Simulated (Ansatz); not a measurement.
Here is the system:

End structure of the (111) surface of germanium, B on one of 4 surface atoms, no caps (bottom of the slab: built like the top, H on every dangling bond, free):

```xyz
36
Lattice="8.1459 0.0000 0.0000 -4.0729 7.0545 0.0000 0.0000 0.0000 28.5000" Properties=species:S:1:pos:R:3 pbc="T T T"
Ge     4.0729     0.0010     9.6798
Ge     2.0374     3.5267     9.6798
Ge     0.0000     0.0000     9.7013
Ge    -2.0374     3.5267     9.6798
Ge    -2.0318     5.8761    10.4730
Ge     0.0000     2.3569    10.4730
Ge     2.0318     5.8761    10.4730
Ge     4.0729     2.3515    10.4683
Ge     2.0377     5.8795    12.9556
Ge     4.0729     2.3515    12.9505
Ge    -2.0377     5.8795    12.9556
Ge     0.0000     2.3501    12.9556
Ge     0.0000     4.7030    13.7879
Ge     2.0365     1.1758    13.7879
Ge     4.0729     4.7030    13.7879
Ge     6.1094     1.1758    13.7879
Ge     4.0729     4.7030    16.2820
Ge     6.1094     1.1758    16.2820
Ge     0.0000     4.7030    16.2820
Ge     2.0365     1.1758    16.2820
Ge     2.0446     3.5226    17.1113
Ge     4.0729     0.0094    17.1113
Ge    -2.0446     3.5226    17.1113
Ge     0.0000     0.0000    17.0928
Ge    -2.2327     3.4140    19.6446
Ge     0.0000     0.0000    19.6159
Ge     2.2327     3.4140    19.6446
Ge     4.0729     0.2266    19.6446
B      4.0730     2.3515    19.7861
Ge     2.0294     5.8747    20.3250
Ge     0.0000     2.3596    20.3250
Ge    -2.0294     5.8747    20.3250
H      4.0729    -0.0072     8.1201
H      2.0302     3.5309     8.1201
H      0.0000     0.0000     8.1420
H     -2.0302     3.5309     8.1201
```

Slab: 36 atoms, 12.4 Å thick at the start with caps and adatoms (thin: gaps and levels are the slab's own); k 4x4x1, smearing 0.025 eV, dipole-corrected; 8 atoms held, the rest relaxed; start symmetry kept, larger cells not searched; spin-polarised, ending with about 2.4 μB a cell, a value that depends on the mesh; orders that need a larger cell were not tried, no spin-orbit, no U. The slab shows no gap over 0.04 eV on its mesh. In PBE it lies 0.16 eV a 1x1 cell over the lowest computed structure of the same composition (B on one of 4 atoms under the surface, no caps).

What is the computed work function of the top face (PBE run with Ansatz, a program for electronic structure)?

4.35 eV
